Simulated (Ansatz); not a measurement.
Ansatz (an electronic-structure program) run on ScAl (P4mm, 2 atoms in the cell): self-consistent single point.

Computed with PBEsol, default PAW files made with PBE (plane waves; Ansatz).

The change in words: lattice scaled by 0.98; basis.ecutwfc: 420 eV → 145 eV. Reference geometry:
```
ScAl
1.0
    3.38046     0.00000     0.00000
    0.00000     3.38046     0.00000
    0.00000     0.00000     3.38046
Sc Al
1 1
Cartesian
  1.69023   1.69023   1.74023
  0.00000   0.00000   0.00000
```

Reference input (self-consistent single point, DFT, PBEsol, plane waves, default PAW files made with PBE): basis.ecutwfc = 420 eV; kpoints.mp_grid.grid = 10 10 10; hamiltonian.xc = pbesol; hamiltonian.pseudopotentials = {kind: paw} (the program's default PAW files); scf.occupations.method = fermi_dirac; scf.occupations.width = 0.1 eV. This run's input differs from it in these lines:

Ansatz 0.2 input:
```diff
@@ -3,10 +3,10 @@
   lattice:
-    - [3.38046100, 0.00000000, 0.00000000]
-    - [0.00000000, 3.38046100, 0.00000000]
-    - [0.00000000, 0.00000000, 3.38046100]
+    - [3.31285200, 0.00000000, 0.00000000]
+    - [0.00000000, 3.31285200, 0.00000000]
+    - [0.00000000, 0.00000000, 3.31285200]
   atoms:
-    - { symbol: Sc, position_ang: [1.69023050, 1.69023050, 1.74023090] }
+    - { symbol: Sc, position_ang: [1.65642600, 1.65642600, 1.70542639] }
     - { symbol: Al, position_ang: [0.00000000, 0.00000000, 0.00000000] }
 basis:
-  ecutwfc: 420.0 eV
+  ecutwfc: 145.0 eV
 kpoints:
```

Log, with long lists cut:

```
SCF iter   1: F=—  HF=-2622.155380 eV  |F-HF|=—  |Δ(HF+E_count)|=         —  Δρ=1.30e-1  dr2=3.57e0  ethr=1.77e-3  ⟨swp⟩=4.3  Hψ=7408  notcnv=0
all-band conjugate gradients solve this SCF's bands
preconditioner: auto → none
SCF iter   2: F=—  HF=-2620.369012 eV  |F-HF|=—  |Δ(HF+E_count)|=    1.79e0  Δρ=5.87e-2  dr2=6.31e-1  ethr=1.77e-3  ⟨swp⟩=2.0  Hψ=3786  notcnv=0
SCF iter   3: F=—  HF=-2620.007366 eV  |F-HF|=—  |Δ(HF+E_count)|=   3.62e-1  Δρ=3.98e-3  dr2=2.23e-3  ethr=1.77e-3  ⟨swp⟩=2.1  Hψ=2797  notcnv=0
SCF iter   4: F=—  HF=-2620.013038 eV  |F-HF|=—  |Δ(HF+E_count)|=   5.67e-3  Δρ=6.54e-4  dr2=1.96e-4  ethr=1.59e-5  ⟨swp⟩=2.4  Hψ=2046  notcnv=0
SCF iter   5: F=—  HF=-2620.013101 eV  |F-HF|=—  |Δ(HF+E_count)|=   6.37e-5  Δρ=2.62e-4  dr2=4.81e-5  ethr=1.40e-6  ⟨swp⟩=2.6  Hψ=2253  notcnv=0
SCF iter   6: F=—  HF=-2620.014139 eV  |F-HF|=—  |Δ(HF+E_count)|=   1.04e-3  Δρ=5.03e-5  dr2=1.70e-6  ethr=3.44e-7  ⟨swp⟩=2.0  Hψ=1773  notcnv=0
SCF iter   7: F=-2620.014139 eV  HF=-2620.014139 eV  |F-HF|=8.41e-10  |Δ(HF+E_count)|=   4.57e-7  Δρ=4.45e-6  dr2=5.11e-9  ethr=7.14e-10  ⟨swp⟩=5.1  Hψ=6430  notcnv=0
SCF 1 converged in 7 iterations: F = -2620.014139 eV  dr2 = 5.11e-9
Free energy (F): -2620.014139 eV
Internal energy: -2619.989320 eV  (E = F + TS)
E sigma→0 (E₀):  -2620.001730 eV
Entropy (-TS):   -0.024818 eV (-12.409 meV/atom)
Fermi energy:    10.528923 eV
--- Forces (eV/Å), atoms counted from 1 ---
  atom   1  Sc     0.00000000     0.00000000    -0.43154489
  atom   2  Al    -0.00000000     0.00000000     0.43162308
--- Stress (GPa, compression-positive) ---
        3.265421       0.000000      -0.000000
        0.000000       3.265421       0.000000
       -0.000000       0.000000       3.253379
  P = ⅓ Tr σ = 3.2614 GPa (32.614 kbar)
  The stress holds the Pulay correction. Without it, at fixed plane waves, as pw.x and ABINIT print it: P = -223.4818 GPa
```

The run converged in 7 iterations. Against the reference run the free energy rises by 8.42 eV/atom, the pressure goes from -2.30 to 3.26 GPa and the largest force goes from 0.236 to 0.432 eV/Å.

The starting cell comes from a database of computed structures (which also holds hypothetical and non-ambient phases and stackings), without a prior relaxation at this level. Its lattice was rescaled by up to half a per cent. One atom was moved a little off its site on purpose. For this run, on top of that: lattice scaled by 0.98. Ansatz's pressure includes its estimate of the finite-basis (Pulay) stress. Without the estimate this run gives -223.48 GPa. The cutoff lies below the one recommended for these files.
